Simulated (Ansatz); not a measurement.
Data:

```
CELL_PARAMETERS angstrom
      3.19142     0.00000     0.00000
      0.00000     3.19142     0.00000
      1.59571    -1.59571     2.34147
ATOMIC_POSITIONS crystal
  Na 0.00000 0.00000 0.00000
  F  0.50000 0.50000 0.00000
```

No spin polarisation.

Computed with PBEsol (Ansatz, an electronic-structure program; PAW; 420 eV plane waves; no SOC). k-mesh 12×12×12 (Γ-centred); smearing 0.05 eV (Fermi–Dirac).

Problem. Estimate the band gap.

Solution. 6.40 eV.

Problem. Estimate the electron mass.

Solution. 0.56 mₑ (at Γ).

Problem. What is the computed gap character?

Solution. Direct at Γ.

The cells carry an imposed strain or load. Effective masses come from finite differences of ±0.01 Å⁻¹. Stability against distortions was not tested. The cell was made from NaF in the rock salt structure (space group Fm-3m, No. 225) by this change: biaxial strain −2.50 %, plane normal [001], relaxed out of plane.
